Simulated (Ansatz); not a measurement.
# Effect of pressure 2.1 GPa on HfO2

The reference is HfO₂ in the fluorite structure (space group Fm-3m, No. 225; a = 5.001 Å).

Modification: cell and atoms relaxed at a pressure of 2.1 GPa.

Computed with LDA in Ansatz (plane waves to 420 eV, PAW, no spin-orbit coupling). Γ-centred 11×11×11 mesh, Fermi–Dirac width 0.05 eV.

```json
[
 {"quantity": "shortest interatomic distance", "base": "2.166 Å", "changed": "2.160 Å", "shift": "-0.0053 Å"},
 {"quantity": "enthalpy H = E + PV relative to the base's energy", "base": "–", "changed": "+0.14 eV/atom", "shift": "–"},
 {"quantity": "band gap", "base": "3.66 eV", "changed": "3.68 eV", "shift": "+0.02 eV"},
 {"quantity": "gap character", "base": "direct at X", "changed": "direct at X", "shift": "–"},
 {"quantity": "width of the top valence band", "base": "1.90 eV", "changed": "1.91 eV", "shift": "+0.01 eV"},
 {"quantity": "electron mass", "base": "1.1 mₑ along k, 0.68 mₑ across (at X)", "changed": "1.1 mₑ along k, 0.68 mₑ across (at X)", "shift": "–"},
 {"quantity": "hole mass", "base": "0.28 mₑ along k, 3.0 mₑ across (at X)", "changed": "0.28 mₑ along k, 2.9 mₑ across (at X)", "shift": "–"}
]
```

Spin-orbit coupling, missing from the scalar runs, can matter with Hf. Load acts through the strain it causes; cell and atoms are relaxed under it. Effective masses come from finite differences of ±0.01 Å⁻¹. Along k means along the line from Γ to the band edge. No phonon test of stability was made. This is not the structure that HfO2 has at room temperature and ambient pressure.

Ansatz is a program for electronic structure.
